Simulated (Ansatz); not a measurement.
The starting structures come from a database of crystals and need not be the phases stable at ambient conditions.

Tunnelling through a barrier is set by its complex band structure: the current falls as exp(−2κd) with the smallest κ.

Input:

```yaml
crystal:
  lattice:
    - [7.71031, 0.00000, 0.00000]
    - [3.85516, 10.41638, 0.00000]
    - [3.85516, -0.47560, 2.17437]
  atoms:
    - { symbol: Na, position: [0.00000, 0.00000, 0.00000] }
    - { symbol: Na, position: [0.50000, 0.50000, 0.50000] }
    - { symbol: Na, position: [0.41667, 0.25000, 0.25000] }
    - { symbol: Na, position: [0.58333, 0.75000, 0.75000] }
    - { symbol: S, position: [0.02248, 0.64419, 0.64419] }
    - { symbol: S, position: [0.97752, 0.35581, 0.35581] }
    - { symbol: S, position: [0.18914, 0.14419, 0.14419] }
    - { symbol: S, position: [0.81086, 0.85581, 0.85581] }
```

Space group of this cell: P6_3/mmc. The cell is taken as given.

Transport runs along the normal of the first two printed cell vectors, the (111) plane of the conventional cell.

The gap is the functional's own. No spin-orbit coupling. Mid-gap values are interpolated on the energy grid.

Estimate the band gap and the smallest decay constant κ at mid-gap that r2SCAN (Ansatz, a program for electronic structure) returns for this system.

Gap 1.63 eV on a 14×14×14 mesh; κ = 0.230 1/Å, at the zone centre.
